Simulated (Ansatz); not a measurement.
Input and output of a self-consistent single point for TlAsPd5 (P4/mmm, 7 atoms in the cell) (Ansatz, a program for electronic structure).

Level of theory: PBEsol-D3BJ-ATM, default PAW files made with PBE (plane waves; Ansatz).

```yaml
crystal:
  lattice:
    - [3.97251, 0.00000, 0.00000]
    - [0.00000, 3.97251, 0.00000]
    - [0.00000, 0.00000, 6.98755]
  atoms:
    - { symbol: Tl, position: [0.50000, 0.50000, 0.00000] }
    - { symbol: As, position: [0.00000, 0.00000, 0.50000] }
    - { symbol: Pd, position: [0.00000, 0.00000, 0.00000] }
    - { symbol: Pd, position: [0.00000, 0.50000, 0.29276] }
    - { symbol: Pd, position: [0.00000, 0.50000, 0.70724] }
    - { symbol: Pd, position: [0.50000, 0.00000, 0.29276] }
    - { symbol: Pd, position: [0.50000, 0.00000, 0.70724] }
```

Reference input (self-consistent single point, DFT, PBEsol, plane waves, default PAW files made with PBE): kpoints.mp_grid.grid = 6 6 3; hamiltonian.xc = pbesol; hamiltonian.pseudopotentials = {kind: paw} (the program's default PAW files); scf.occupations.method = fermi_dirac; scf.occupations.width = 0.0037 Ry. This run's input differs from it in these lines:

```diff
@@ -18,2 +18,3 @@
   xc: pbesol
+  dispersion: d3bjatm
   pseudopotentials: { kind: paw }
```

Output (repeated stretches shortened):

```
SCF iter   1: F=—  HF=-50648.184081 eV  |F-HF|=—  |Δ(HF+E_count)|=         —  Δρ=1.26e-2  dr2=1.84e-1  ethr=1.77e-3  ⟨swp⟩=5.9  Hψ=5327  notcnv=0
all-band conjugate gradients solve this SCF's bands
preconditioner: auto → LDOS
SCF iter   2: F=—  HF=-50648.253739 eV  |F-HF|=—  |Δ(HF+E_count)|=   6.97e-2  Δρ=2.03e-2  dr2=4.54e-1  ethr=1.56e-4  ⟨swp⟩=2.8  Hψ=3066  notcnv=0  defer=88
   [... lines left out ...]
SCF iter   5: F=—  HF=-50648.139916 eV  |F-HF|=—  |Δ(HF+E_count)|=   1.18e-5  Δρ=8.71e-5  dr2=1.17e-5  ethr=3.84e-8  ⟨swp⟩=2.4  Hψ=2082  notcnv=0  defer=88
SCF iter   6: F=—  HF=-50648.139914 eV  |F-HF|=—  |Δ(HF+E_count)|=   2.53e-6  Δρ=2.92e-5  dr2=1.41e-6  ethr=9.94e-9  ⟨swp⟩=2.0  Hψ=1982  notcnv=0  defer=88
SCF iter   7: F=—  HF=-50648.139913 eV  |F-HF|=—  |Δ(HF+E_count)|=   4.16e-7  Δρ=1.22e-5  dr2=2.13e-7  ethr=1.19e-9  ⟨swp⟩=2.0  Hψ=2106  notcnv=0  defer=88
SCF iter   8: F=-50648.139913 eV  HF=-50648.139913 eV  |F-HF|=1.24e-8  |Δ(HF+E_count)|=   1.27e-8  Δρ=3.61e-6  dr2=2.74e-8  ethr=8.47e-11  ⟨swp⟩=8.8  Hψ=5683  notcnv=0
SCF 1 converged in 8 iterations: F = -50648.139913 eV  dr2 = 2.74e-8
Free energy (F): -50648.139913 eV
Internal energy: -50648.127978 eV  (E = F + TS)
E sigma→0 (E₀):  -50648.133946 eV
Entropy (-TS):   -0.011935 eV (-1.705 meV/atom)
Fermi energy:    18.518584 eV
--- Forces (eV/Å), atoms counted from 1 ---
  atom   1  Tl     0.00000000     0.00000000     0.00000000
  atom   2  As    -0.00000000     0.00000000     0.00000000
  atom   3  Pd     0.00000000     0.00000000     0.00000000
  atom   4  Pd     0.00000000     0.00000000    -0.02670985
  atom   5  Pd     0.00000000     0.00000000     0.02670985
  atom   6  Pd     0.00000000     0.00000000    -0.02670985
  atom   7  Pd     0.00000000     0.00000000     0.02670985
--- Stress (GPa, compression-positive) ---
       -0.647841       0.000000       0.000000
        0.000000      -0.647841       0.000000
        0.000000       0.000000      -0.692353
  P = ⅓ Tr σ = -0.6627 GPa (-6.627 kbar)
  The stress holds the Pulay correction. Without it, at fixed plane waves, as pw.x and ABINIT print it: P = -0.7195 GPa
```

The run converged in 8 iterations. Against the reference run the pressure goes from 4.02 to -0.66 GPa and the largest force hardly changes (0.028 to 0.027 eV/Å).

The starting cell comes from a database of computed structures (which also holds hypothetical and non-ambient phases and stackings), without a prior relaxation at this level. Its lattice was rescaled by a random factor within 2.5 % of one. Spin-orbit coupling is off. Spin polarisation is off. Ansatz's pressure includes its estimate of the finite-basis (Pulay) stress.

Keys are those of Ansatz 0.2.
